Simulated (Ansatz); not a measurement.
An Ansatz (a program for electronic structure) run: NbAs with a change (pressure 1.8 GPa); Ansatz, r2SCAN, PAW, cutoff 500 eV, no SOC.

Input:

Ansatz 0.2 input:
```yaml
crystal:
  lattice:
    - [-1.7290340209, 1.7290340209, 5.8821711983]
    - [1.7290340209, -1.7290340209, 5.8821711983]
    - [1.7290340209, 1.7290340209, -5.8821711983]
  atoms:
    - { symbol: Nb, position: [0.9991112244, 0.9991112244, 0] }
    - { symbol: Nb, position: [0.7491112244, 0.2491112244, 0.5] }
    - { symbol: As, position: [0.4168887756, 0.4168887756, 0] }
    - { symbol: As, position: [0.1668887756, 0.6668887756, 0.5] }
basis: { ecutwfc: 500, ecutrho_ratio: 4, xc_grid: 4, fft_grid_basis: typed }
kpoints: { mp_grid: { grid: [19, 19, 19] } }
hamiltonian:
  xc: r2scan
  dispersion: none
  pseudopotentials: { kind: paw }
scf: { occupations: { method: fermi_dirac, width: 0.05 } }
relax: { f_tol: 0.01, max_steps: 60, cell: { stress_tol: 0.02, p_target: 1.8 } }
output: { forces: true, stress: true }
checkpoint: { write: state.ck, write_every: 1000 }
```

Output (explanatory and most iteration lines left out):

```
Relaxation: its limit of steps is 60 (relax.max_steps)
Pseudopotential: Nb, paw, valence charge 13
Pseudopotential: As, paw, valence charge 15
Crystal: 4 atoms, lattice volume = 70.340 Å³
Basis set: ecut = 500 eV, 1809 PW (Γ), exchange–correlation on 192×192×192 points (64 copies of the dense FFT grid, shifted against one another)
Bands: 34, of which v1, the nominal top of the filled ones, is band 28 counted from 1 (27 counted from 0)
Symmetry: 8 space group operations
Space group: I41md (ITA 109), of the structure as read, at distance tolerance 4.1e-5 Å
k-points: 550 of 6859 (time reversal used)
Functional: x = r2scan, c = r2scan; τ floored in thin density (d = 2e-4 eV/Å³)
SCF iter   1: F=—  HF=-18859.569867 eV  |F-HF|=—  |Δ(HF+E_count)|=         —  Δρ=1.39e-2  dr2=1.97e-1  dr2_τ=3.58e-2  ethr=1.77e-3  ⟨swp⟩=6.0  Hψ=70538  notcnv=0
SCF iter   2: F=—  HF=-18859.589350 eV  |F-HF|=—  |Δ(HF+E_count)|=   1.95e-2  Δρ=6.42e-3  dr2=2.90e-2  dr2_τ=3.24e-3  ethr=3.51e-4  ⟨swp⟩=2.2  Hψ=32908  notcnv=0  defer=352
SCF 1 converged in 8 iterations: F = -18859.592838 eV  dr2 = 1.12e-8
relax step   1: F+E_penalty+E_count = -18859.59283810 eV  Δ(F+E_penalty+E_count) = +0.000e0 eV  max|allowed force component| = 5.446e-4 eV/Å  Δτ_max = 0.0000 Å  P = -0.000 GPa  Ω = 70.340 Å³  (8 SCF iters, dr2 threshold 1.00e-7 eV, accepted)
[... steps on the carried basis left out ...]
relax step   5: F+E_penalty+E_count = -18859.58878997 eV  Δ(F+E_penalty+E_count) = +2.728e-4 eV  max|allowed force component| = 1.269e-3 eV/Å  Δτ_max = 0.0000 Å  P = +1.796 GPa  Ω = 69.613 Å³  stress off target by 1.82e-2 GPa  SCF on the basis re-selected at this cell (its energy is not comparable with the rows above)  (6 SCF iters)
SCF converged after 6 iterations
Free energy (F): -18859.588790 eV
Internal energy: -18859.585226 eV  (E = F + TS)
E sigma→0 (E₀):  -18859.587008 eV
Entropy (-TS):   -0.003564 eV (-0.891 meV/atom)
Fermi energy:    16.292698 eV
--- Forces (eV/Å), atoms counted from 1 ---
  atom   1  Nb    -0.00000000     0.00000000     0.00126930
  atom   2  Nb     0.00000000     0.00000000     0.00126930
  atom   3  As    -0.00000000    -0.00000000    -0.00126895
  atom   4  As     0.00000000     0.00000000    -0.00126895
--- Stress (GPa, compression-positive) ---
        1.784284      -0.000000      -0.000000
       -0.000000       1.784284       0.000000
       -0.000000       0.000000       1.818168
  P = ⅓ Tr σ = 1.7956 GPa (17.956 kbar)
--- Relaxed structure (4 steps of the walk, 3 accepted, 1 SCFs on fresh bases) ---
  cell:  # Å, volume = 69.6134 Å³
    - [-1.7242942435536661, 1.7242942435536661, 5.853426559947029]
    - [1.7242942435536661, -1.7242942435536661, 5.853426559947029]
    - [1.7242942435536661, 1.7242942435536661, -5.853426559947029]
  atoms:
    - { symbol: Nb, position: [0.9990375712933529, 0.9990375712933529, 2.0281282430591184e-33] }
    - { symbol: Nb, position: [0.749037571293353, 0.24903757129335305, 0.49999999999999994] }
    - { symbol: As, position: [0.4169624287066468, 0.4169624287066468, 9.887828452721118e-34] }
    - { symbol: As, position: [0.16696242870664688, 0.6669624287066469, 0.49999999999999994] }
```

Load acts through the strain it causes; cell and atoms are relaxed under it. Stability against distortions was not tested. All final runs are without spin polarisation. The cell was made from NbAs (space group I4_1md, No. 109) by this change: pressure 1.8 GPa.
